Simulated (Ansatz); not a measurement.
## SiCO₄ (model structure, I-4, No. 82, 6 atoms in the cell)

Level of theory: G0W0@PBEsol (Ansatz, a quantum-chemistry and plane-wave program, hard PAW, contour deformation, complete-basis limit).

Run with largest k mesh 6×6×6 (not extrapolated in the mesh).

Cell (relaxed with PBEsol):

```yaml
crystal:
  lattice:
    - [-2.18905, 2.18905, 3.27367]
    - [2.18905, -2.18905, 3.27367]
    - [2.18905, 2.18905, -3.27367]
  atoms:
    - { symbol: Si, position: [0.00000, 0.00000, 0.00000] }
    - { symbol: C, position: [0.75000, 0.25000, 0.50000] }
    - { symbol: O, position: [0.41338, 0.27689, 0.42717] }
    - { symbol: O, position: [0.84972, 0.98621, 0.57283] }
    - { symbol: O, position: [0.72311, 0.15028, 0.13649] }
    - { symbol: O, position: [0.01379, 0.58662, 0.86351] }
```

band gap: 10.31 eV (indirect)

Note: the relaxation could raise the start's symmetry but not lower it, so the cell can be a saddle point; the gap holds a correction of +0.49 eV to the complete basis.

Computed values are for the static lattice.

Computing time: roughly 4 core-hours.

A model structure was made by putting elements into a prototype or built by hand; it is no filed structure, need not be a known phase, and can be a saddle point held by its symmetry.
